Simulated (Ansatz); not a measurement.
Consider SiC (space group P6_3mc, No. 186; a = 3.078 Å, c = 10.076 Å). Axes: x lies along a and z along c of the hexagonal cell.

Structures relaxed with Kohn–Sham DFT with the PBEsol functional, run in Ansatz (a first-principles code) with PAW and 420 eV plane waves, without spin-orbit coupling.

Base:

Simulated powder pattern, Cu Kα1, λ = 1.54056 Å (kinematic, ideal powder, no thermal factors, no anomalous dispersion; the 14 strongest lines at most, above 2 %, up to 2θ = 90°):

```
2θ (°)  I/Imax (%)    hkl
------  ----------  -----
33.59           25  (100)
34.78          100  (101)
35.61           67  (004)
38.16          100  (102)
43.30           18  (103)
49.76          8.8  (104)
57.26           26  (105)
60.07           61  (110)
65.66           46  (106)
71.32           11  (201)
71.82           46  (114)
73.43           16  (202)
74.91          6.1  (107)
87.72          7.7  (205)
```

The change: biaxial strain −3.00 %, plane normal [001], relaxed out of plane (Cartesian); in-plane vectors clamped, the third vector and the atoms free.

Q: Predict the new powder pattern.

A: 
Simulated powder pattern, Cu Kα1, λ = 1.54056 Å (kinematic, ideal powder, no thermal factors, no anomalous dispersion; the 14 strongest lines at most, above 2 %, up to 2θ = 90°):

| 2θ (°) | I/Imax (%) | hkl |
|---|---|---|
| 34.66 | 23 | (100) |
| 35.36 | 69 | (004) |
| 35.81 | 97 | (101) |
| 39.07 | 100 | (102) |
| 44.05 | 18 | (103) |
| 50.35 | 8.6 | (104) |
| 57.70 | 26 | (105) |
| 62.12 | 57 | (110) |
| 65.95 | 49 | (106) |
| 73.56 | 44 | (114) |
| 73.83 | 10 | (201) |
| 75.07 | 6.7 | (107) |
| 75.88 | 15 | (202) |
| 89.90 | 7.6 | (205) |

The indices refer to the base's conventional cell; one index is shown for lines that coincide.

Stability against distortions was not tested.
